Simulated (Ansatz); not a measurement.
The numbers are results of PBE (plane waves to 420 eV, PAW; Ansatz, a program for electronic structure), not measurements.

Planar average of the electrostatic potential across the slab, in eV from the Fermi level, for a constructed model of the (100) surface of germanium, top plane replaced by bridging Se, 1x1 (bottom of the slab: dihydride, held):

```csv
z (Å),V (eV)
4.01,4.38
4.30,4.38
4.58,4.38
4.87,4.38
5.16,4.38
5.44,4.38
5.73,4.38
6.02,4.38
6.30,4.37
6.59,4.35
6.88,4.30
7.16,4.19
7.45,3.91
7.73,3.25
8.02,1.26
8.31,-0.63
8.59,-0.99
8.88,-2.39
9.17,-3.62
9.45,-3.73
9.74,-3.10
10.03,-2.95
10.31,-3.48
10.60,-4.19
10.89,-4.05
11.17,-3.31
11.46,-3.11
11.74,-3.58
12.03,-4.25
12.32,-4.09
12.60,-3.34
12.89,-3.13
13.18,-3.59
13.46,-4.26
13.75,-4.07
14.04,-3.26
14.32,-2.99
14.61,-3.48
14.90,-4.23
15.18,-4.15
15.47,-3.43
15.76,-3.21
16.04,-3.62
16.33,-4.29
16.61,-4.15
16.90,-3.36
17.19,-3.06
17.47,-3.43
17.76,-4.04
18.05,-3.81
18.33,-3.03
18.62,-2.61
18.91,-1.70
19.19,-1.06
19.48,-0.54
19.77,0.19
20.05,1.86
20.34,3.81
20.62,4.60
20.91,4.93
21.20,5.07
21.48,5.13
21.77,5.16
22.06,5.17
22.34,5.17
22.63,5.18
22.92,5.18
23.20,5.18
23.49,5.18
23.78,5.18
```

Set-up: 10 atoms, 11.0 Å thick at the start with caps and adatoms (thin: gaps and levels are the slab's own); mesh 7x7x1; 0.025 eV smearing; dipole correction on; 4 atoms held, the rest relaxed; held to the start's symmetry, so lower structures may exist; no spin (in PBE a spin-polarised start ends no clearly lower), no spin-orbit, no U. The slab shows no gap on its mesh. It is one candidate, not shown to be the stable structure of the face.

Question: The surface cell has an area of 16.59 Å². What dipole along the normal does the step between the two vacuum levels imply?

Answer: the top vacuum level lies 0.80 eV above the bottom one; p = −ε₀ A ΔV (ε₀ = 0.005526 e/(V·Å)) gives -0.07 e·Å a cell.
